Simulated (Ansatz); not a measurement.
Phonon-limited resistivity of IrGa (Pm-3m) against temperature in μΩ·cm, PBEsol, DFPT electron-phonon coupling, linearised Boltzmann equation (Ansatz, a program for electronic structure), harmonic crystal at a fixed cell.

```tsv
T	ρ
50 K	1.01
77 K	2.1
100 K	(withheld)
150 K	(withheld)
200 K	7.3
250 K	9.3
273 K	10.2
300 K	11.3
```

Q: Some entries are withheld; supply them.

A: 
- 100 K, ρ: 3.1
- 150 K, ρ: 5.2

A metal at this level (no band gap). Only scattering by harmonic phonons is included (no impurities, grain boundaries, electron-electron scattering or thermal expansion). Spin-orbit coupling is left out, which matters with elements this heavy. Halving the electron mesh (28x28x28) moves the resistivity by up to 9 %. Smearing 0.20 eV; phonons on a 5x5x5 q mesh, which this run doesn't test and which matters most at low temperature.

Formula and space group known from diffraction (Crystallography Open Database), not checked to be the room-temperature form: IrGa (Pm-3m).
